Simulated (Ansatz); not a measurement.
# A self-consistent single point of CuGaSe2 (I-42d, 8 atoms in the cell) with Ansatz

Level of theory: PBE (plane waves, PAW; Ansatz, a program for electronic structure).

Input:

Ansatz 0.2 input:
```yaml
crystal:
  lattice:
    - [-2.83305000, 2.83305000, 5.56510000]
    - [2.83305000, -2.83305000, 5.56510000]
    - [2.83305000, 2.83305000, -5.56510000]
  atoms:
    - { symbol: Ga, position: [0.50000000, 0.50000000, 0.00000000] }
    - { symbol: Ga, position: [0.25000000, 0.75000000, 0.50000000] }
    - { symbol: Cu, position: [0.00000000, 0.00000000, 0.00000000] }
    - { symbol: Cu, position: [0.75000000, 0.25000000, 0.50000000] }
    - { symbol: Se, position: [0.87500000, 0.87500000, 0.50000000] }
    - { symbol: Se, position: [0.12500000, 0.62500000, 0.00000000] }
    - { symbol: Se, position: [0.37500000, 0.37500000, 0.50000000] }
    - { symbol: Se, position: [0.62500000, 0.12500000, 0.00000000] }
kpoints:
  mp_grid: { grid: [3, 3, 3] }
hamiltonian:
  xc: pbe
  pseudopotentials: { kind: paw }
scf:
  occupations: { method: fermi_dirac, width: 0.02 }
output:
  forces: true
  eigenvalues: true
  stress: true
```

Log, with long lists cut:

```
WARN basis.ecutwfc = 420 eV, the default
Pseudopotentials: kind: paw
Pseudopotential: Ga, paw, valence charge 13
Pseudopotential: Cu, paw, valence charge 19
Pseudopotential: Se, paw, valence charge 16
Crystal: 8 atoms, lattice volume = 178.666 Å³
Basis set: ecut = 420 eV, 3523 PW (Γ), exchange–correlation on 96×96×96 points (8 copies of the dense FFT grid, shifted against one another)
Bands: 77, of which v1, the nominal top of the filled ones, is band 64 counted from 1 (63 counted from 0)
Symmetry: 8 space group operations
Space group: I-42d (ITA 122), of the structure as read, at distance tolerance 5.6e-5 Å
k-points: 6 of 27 (time reversal used)
Initial density: superposition of atomic densities (neutral atoms: chi_scale 0, normalization atom), corrected by the library's trained network
Initial wavefunctions: pseudopotential atomic-orbital guess
Eigensolver: davidson
Functional: x = pbe(κ = 0.804, μ = 0.2195149727645171), c = pbe(β = 0.06672455060314922)
SCF iter   1: F=—  HF=-42696.453951 eV  |F-HF|=—  |Δ(HF+E_count)|=         —  Δρ=6.26e-4  dr2=4.77e-4  ethr=1.77e-3  ⟨swp⟩=6.0  Hψ=1624  notcnv=0  defer=1
all-band conjugate gradients solve this SCF's bands
preconditioner: auto → Resta (q_TF=auto, 2.581 Å⁻¹)
SCF iter   2: F=—  HF=-42696.454784 eV  |F-HF|=—  |Δ(HF+E_count)|=   8.33e-4  Δρ=4.27e-4  dr2=2.09e-4  ethr=3.73e-7  ⟨swp⟩=3.0  Hψ=989  notcnv=0  defer=21
SCF iter   3: F=—  HF=-42696.454851 eV  |F-HF|=—  |Δ(HF+E_count)|=   6.74e-5  Δρ=4.05e-4  dr2=2.00e-4  ethr=1.63e-7  ⟨swp⟩=2.0  Hψ=803  notcnv=0  defer=21
SCF iter   4: F=—  HF=-42696.454851 eV  |F-HF|=—  |Δ(HF+E_count)|=   6.95e-7  Δρ=9.14e-5  dr2=9.97e-6  ethr=1.56e-7  ⟨swp⟩=2.0  Hψ=541  notcnv=0  defer=21
SCF iter   5: F=—  HF=-42696.454875 eV  |F-HF|=—  |Δ(HF+E_count)|=   2.46e-5  Δρ=3.59e-5  dr2=2.26e-6  ethr=7.79e-9  ⟨swp⟩=2.0  Hψ=666  notcnv=0  defer=21
SCF iter   6: F=—  HF=-42696.454878 eV  |F-HF|=—  |Δ(HF+E_count)|=   2.67e-6  Δρ=1.61e-5  dr2=5.34e-7  ethr=1.77e-9  ⟨swp⟩=2.0  Hψ=576  notcnv=0  defer=21
SCF iter   7: F=-42696.454879 eV  HF=-42696.454879 eV  |F-HF|=3.19e-8  |Δ(HF+E_count)|=   7.51e-7  Δρ=5.64e-6  dr2=6.68e-8  ethr=7.81e-11  ⟨swp⟩=8.0  Hψ=2147  notcnv=0
SCF 1 converged in 7 iterations: F = -42696.454879 eV  dr2 = 6.68e-8
SCF converged after 7 iterations
Free energy (F): -42696.454879 eV
Harris-Foulkes:  -42696.454879 eV  (|F-HF|=3.19e-8)
Internal energy: -42696.454177 eV  (E = F + TS)
E sigma→0 (E₀):  -42696.454528 eV
Entropy (-TS):   -0.000701 eV (-0.088 meV/atom)
Fermi energy:    8.513937 eV
--- Per-component energies (eV) ---
  E_band       = -2656.119175
  E_kinetic    = 1305.442283
  E_local      = -25115.392130  (includes V_loc(G=0)·N_el)
  E_nonlocal   = -731.279478
  E_hartree    = 11753.579117
  E_xc         = -730.514620
  E_vxc        = -735.172203  (∫ρ·V_xc dr)
  E_paw        = -14968.859680  (= ΣΔE_a)
  E_vpaw       = -886.866529  (= ΣTr[D̂ρ^β])
  E_aug_tail   = -0.001968  (compensation charges beyond the density's cutoff)
  E_ewald      = -14209.427701
  E_smearing   = -0.000701  (= −TS)
  E_closure    = -0.000000  (closes the sum)
  Σ components = -42696.454879   (vs F -42696.454879, Δ=0.00e0)
--- Forces (eV/Å), atoms counted from 1 ---
  atom   1  Ga     0.00000000     0.00000000    -0.00000000
  atom   2  Ga     0.00000000     0.00000000    -0.00000000
  atom   3  Cu    -0.00000000     0.00000000    -0.00000000
  atom   4  Cu    -0.00000000     0.00000000     0.00000000
  atom   5  Se     0.28757573     0.00000000    -0.00000000
  atom   6  Se    -0.00000000    -0.28757573     0.00000000
  atom   7  Se    -0.28757573     0.00000000     0.00000000
  atom   8  Se    -0.00000000     0.28757573     0.00000000
  max |Σ_I F_I| component: 4.61e-17 eV/Å
--- Stress (GPa, compression-positive) ---
        0.936052       0.000000      -0.000000
        0.000000       0.936052       0.000000
       -0.000000       0.000000       1.074964
  P = ⅓ Tr σ = 0.9824 GPa (9.824 kbar)
  The stress holds the Pulay correction. Without it, at fixed plane waves, as pw.x and ABINIT print it: P = 0.9452 GPa
--- Band table (eV; the first three rows and the last of 6) ---
  k-point 0: bands = ["-103.1412", "-103.1411", "-60.5587", "-60.5586", "-60.5347", "-60.5347", "-60.5346", "-60.5346", "-39.5530", "-39.5529", "-39.5529", "-39.5529", "-39.5508", "-39.5507", "-39.5505", "-39.5505", "-39.4938", "-39.4937", [...]
  k-point 1: bands = ["-103.1412", "-103.1412", "-60.5586", "-60.5586", "-60.5347", "-60.5347", "-60.5347", "-60.5346", "-39.5530", "-39.5530", "-39.5529", "-39.5529", "-39.5507", "-39.5507", "-39.5506", "-39.5506", "-39.4938", "-39.4937", [...]
  k-point 2: bands = ["-103.1412", "-103.1411", "-60.5586", "-60.5586", "-60.5347", "-60.5347", "-60.5346", "-60.5346", "-39.5530", "-39.5529", "-39.5529", "-39.5529", "-39.5508", "-39.5507", "-39.5506", "-39.5506", "-39.4938", "-39.4937", [...]
  k-point 5: bands = ["-103.1412", "-103.1411", "-60.5586", "-60.5586", "-60.5347", "-60.5347", "-60.5346", "-60.5346", "-39.5530", "-39.5529", "-39.5529", "-39.5529", "-39.5507", "-39.5507", "-39.5506", "-39.5506", "-39.4937", "-39.4937", [...]
```

The run converged in 7 iterations.

The starting cell has typed, rounded lattice constants, without a prior relaxation at this level. Its lattice was rescaled by a random factor within 2.5 % of one. Spin polarisation is off. Ansatz's pressure includes its estimate of the finite-basis (Pulay) stress.
